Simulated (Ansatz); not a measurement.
Take HfGe₂ in the fluorite structure (space group Fm-3m, No. 225; a = 6.452 Å; a hypothetical phase, not in the database extracts checked) as the base.

(Cell as relaxed with PBE.)

Levels (all Ansatz, an electronic-structure program, PAW, earlier PAW set): PBE (420 eV, without spin-orbit coupling); PBEsol (420 eV, spin-orbit coupling left out).

Each level relaxes its own structure.

```json
[
 {"quantity": "volume per atom", "PBE": "22.38 Å³", "PBEsol": "___"},
 {"quantity": "lattice parameter a", "PBE": "645.2 pm", "PBEsol": "___"},
 {"quantity": "band gap", "PBE": "zero", "PBEsol": "___"}
]
```

### Question
Given the PBE results, estimate those of PBEsol.

### Answer

- volume per atom, PBEsol: 21.40 Å³
- lattice parameter a, PBEsol: 635.7 pm
- band gap, PBEsol: zero

PBE's volume per atom lies 0.974 Å³ above PBEsol's (4.6 %); PBE's lattice parameter a lies 9.5 pm above PBEsol's (1.5 %); the two agree on the band gap. Neither level is exact; PBEsol is the comparison here, not a measurement.

Stability against distortions was not tested. The final runs are not spin-polarised. HfGe2 has a high density of states at the Fermi level and may be magnetic at this level.
